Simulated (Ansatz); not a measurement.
Consider the following.

Host crystal: wurtzite ZnO, with a band gap (PBE, scalar-relativistic without spin-orbit coupling).

End structure of In on a Zn site (surface) in a 2x2 cell of the 1x1 (10-10) surface of wurtzite ZnO (cut with top plane O + Zn):

```yaml
crystal:
  lattice:
    - [6.55898, 0.00000, 0.00000]
    - [0.00000, 10.58758, 0.00000]
    - [0.00000, 0.00000, 28.50000]
  atoms:
    - { symbol: O, position: [0.25000, 0.18872, 0.33452] }
    - { symbol: O, position: [0.25000, 0.68872, 0.33452] }
    - { symbol: O, position: [0.75000, 0.18872, 0.33452] }
    - { symbol: O, position: [0.75000, 0.68872, 0.33452] }
    - { symbol: Zn, position: [0.25000, 0.51563, 0.34633] }
    - { symbol: Zn, position: [0.25000, 0.01563, 0.34633] }
    - { symbol: Zn, position: [0.75000, 0.51563, 0.34633] }
    - { symbol: Zn, position: [0.75000, 0.01563, 0.34633] }
    - { symbol: O, position: [0.00001, 0.43611, 0.36767] }
    - { symbol: O, position: [0.00000, 0.93613, 0.36767] }
    - { symbol: O, position: [0.49999, 0.43611, 0.36767] }
    - { symbol: O, position: [0.50000, 0.93613, 0.36767] }
    - { symbol: Zn, position: [0.00000, 0.24739, 0.36289] }
    - { symbol: Zn, position: [0.00000, 0.74739, 0.36289] }
    - { symbol: Zn, position: [0.50000, 0.24739, 0.36289] }
    - { symbol: Zn, position: [0.50000, 0.74739, 0.36289] }
    - { symbol: O, position: [0.99952, 0.18621, 0.43306] }
    - { symbol: O, position: [0.99982, 0.68596, 0.43291] }
    - { symbol: O, position: [0.50048, 0.18621, 0.43306] }
    - { symbol: O, position: [0.50018, 0.68596, 0.43291] }
    - { symbol: Zn, position: [0.99989, 0.49806, 0.43629] }
    - { symbol: Zn, position: [0.99997, 0.99842, 0.43625] }
    - { symbol: Zn, position: [0.50011, 0.49806, 0.43629] }
    - { symbol: Zn, position: [0.50003, 0.99842, 0.43625] }
    - { symbol: O, position: [0.25000, 0.43521, 0.46758] }
    - { symbol: O, position: [0.25000, 0.93530, 0.46749] }
    - { symbol: O, position: [0.75000, 0.43517, 0.46763] }
    - { symbol: O, position: [0.75000, 0.93550, 0.46758] }
    - { symbol: Zn, position: [0.25000, 0.24525, 0.46521] }
    - { symbol: Zn, position: [0.25000, 0.74547, 0.46500] }
    - { symbol: Zn, position: [0.75000, 0.24514, 0.46583] }
    - { symbol: Zn, position: [0.75000, 0.74553, 0.46518] }
    - { symbol: O, position: [0.25000, 0.18537, 0.53266] }
    - { symbol: O, position: [0.25000, 0.68540, 0.53244] }
    - { symbol: O, position: [0.75000, 0.18676, 0.53358] }
    - { symbol: O, position: [0.75000, 0.68511, 0.53262] }
    - { symbol: Zn, position: [0.25000, 0.49573, 0.53465] }
    - { symbol: Zn, position: [0.25000, 0.99570, 0.53462] }
    - { symbol: Zn, position: [0.75000, 0.49518, 0.53472] }
    - { symbol: Zn, position: [0.75000, 0.99709, 0.53457] }
    - { symbol: O, position: [0.00026, 0.43680, 0.56737] }
    - { symbol: O, position: [0.99968, 0.93574, 0.56691] }
    - { symbol: O, position: [0.49974, 0.43680, 0.56737] }
    - { symbol: O, position: [0.50032, 0.93574, 0.56691] }
    - { symbol: Zn, position: [0.00332, 0.24888, 0.56478] }
    - { symbol: Zn, position: [0.00016, 0.74767, 0.56367] }
    - { symbol: Zn, position: [0.49668, 0.24888, 0.56478] }
    - { symbol: Zn, position: [0.49983, 0.74767, 0.56367] }
    - { symbol: O, position: [0.99904, 0.18559, 0.63289] }
    - { symbol: O, position: [0.00218, 0.68577, 0.63262] }
    - { symbol: O, position: [0.50096, 0.18559, 0.63289] }
    - { symbol: O, position: [0.49782, 0.68577, 0.63262] }
    - { symbol: Zn, position: [0.00030, 0.49649, 0.63648] }
    - { symbol: Zn, position: [0.99626, 0.99550, 0.63594] }
    - { symbol: Zn, position: [0.49970, 0.49649, 0.63648] }
    - { symbol: Zn, position: [0.50374, 0.99550, 0.63594] }
    - { symbol: O, position: [0.25000, 0.43885, 0.66570] }
    - { symbol: O, position: [0.25000, 0.94265, 0.66538] }
    - { symbol: O, position: [0.75000, 0.43951, 0.66594] }
    - { symbol: O, position: [0.75000, 0.93577, 0.66579] }
    - { symbol: In, position: [0.25000, 0.24543, 0.67725] }
    - { symbol: Zn, position: [0.25000, 0.76821, 0.65411] }
    - { symbol: Zn, position: [0.75000, 0.26651, 0.65350] }
    - { symbol: Zn, position: [0.75000, 0.76232, 0.65404] }
```

Model: 64-atom slab, 9.4 Å thick at the start (thin: gaps and levels are the slab's own), 3x2x1 mesh, Fermi-Dirac 0.01 eV, dipole correction, 12 atoms held, the rest relaxed; start symmetry kept, larger cells not searched; spin-polarised, ending with about 0.7 μB a cell, a value that depends on the mesh; orders that need a larger cell were not tried, no spin-orbit, no U. The slab shows no gap over 0.04 eV on its mesh.

Q: Give the formation energy against tetragonal indium, hcp Zn at the level Ansatz (an electronic-structure program) with PBE.

A: 0.61 eV

Q: Give the change of the step from the bottom to the top vacuum level, against the clean slab at the level PBE.

A: -0.25 eV
